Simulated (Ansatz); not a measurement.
Functionals compared on the (211) surface of fcc Ni, ferromagnetic in its 1x1 cell, outermost plane spacing 0.72 Å in the ideal cut, in Ansatz (plane waves, PAW). The structure was relaxed with PBE; the other rows are single points on it, each with its references at the same level. Cutoff 420 eV.

Set-up: 15 atoms, 10.1 Å thick at the start (thin: gaps and levels are the slab's own); mesh 15x6x1; 0.1 eV smearing; dipole correction on; all atoms relaxed; symmetry of the start imposed; spin-polarised, no spin-orbit, no U. These notes are the PBE run's.

```
functional  surface energy (J/m²)  work function of the top face (eV)  magnetic moment of the cell (μB)          rough cost of the single point
----------  ---------------------  ----------------------------------  --------------------------------  --------------------------------------
PBE                          2.26                                4.77                              9.96                                       –
LDA                          2.85                                5.15                              9.60  about 30 core-minutes (a rough figure)
PBEsol                       2.66                                4.88                              9.96            very roughly 17 core-minutes
RPBE                   (withheld)                          (withheld)                             10.05            very roughly 14 core-minutes
```

Question: What belongs in the gaps?

Answer: 
- RPBE, surface energy (J/m²): 2.00
- RPBE, work function of the top face (eV): 4.59

Ansatz is an electronic-structure program.
